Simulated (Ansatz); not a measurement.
The reference is PbSe in the rock salt structure (space group Fm-3m, No. 225; a = 6.102 Å).

Levels (all Ansatz, a program for electronic structure, PAW): PBEsol (420 eV, no spin-orbit coupling); r2SCAN (500 eV, without spin-orbit coupling); HSE06 (420 eV, no spin-orbit coupling).

At the geometry relaxed with PBEsol, these levels gave the following band gaps, in shuffled order: (a) 0.54 eV, (b) 0.65 eV, (c) 0.17 eV.

Problem. Match each gap to its level.

Solution. (a) r2SCAN; (b) HSE06; (c) PBEsol.

Single points use the geometry relaxed with PBEsol. HSE06 was sampled on its mesh, a few special points and the semilocal edge points, so its gap is an upper bound. Spin-orbit coupling, missing from the scalar runs, can matter with Pb. Whether these cells are dynamically stable was not tested. The zero or small gap of PbSe can change with the level of theory.
